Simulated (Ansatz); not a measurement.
The starting structures come from a database of crystals and need not be the phases stable at ambient conditions.

 Where the default PAW files enter, the runs use the earlier of Ansatz's two default sets.

```
MgSe
1.0
    4.11473     0.00000     0.00000
    0.00000     4.11473     0.00000
    2.05736     2.05736     2.96893
Mg Se
1 1
Direct
  0.00000   0.00000   0.00000
  0.75000   0.25000   0.50000
```

Space group of this cell: I-4m2. The cell is strained (lengths across the current scaled by 0.98, ions clamped); by r2SCAN its mean pressure is 2.5 GPa.

Transport runs along the normal of the first two printed cell vectors, the (001) (indices of the unstrained crystal) plane of the conventional cell.

The gap is the functional's own, uncorrected, and κ follows it; spin-orbit coupling is left out. Mid-gap values are interpolated between the computed energies.

Q: Predict the band gap and the smallest decay constant κ at mid-gap from r2SCAN (Ansatz, a first-principles code).

A: Gap 3.53 eV on a 10×10×10 mesh; κ = 0.233 1/Å, at the zone centre.
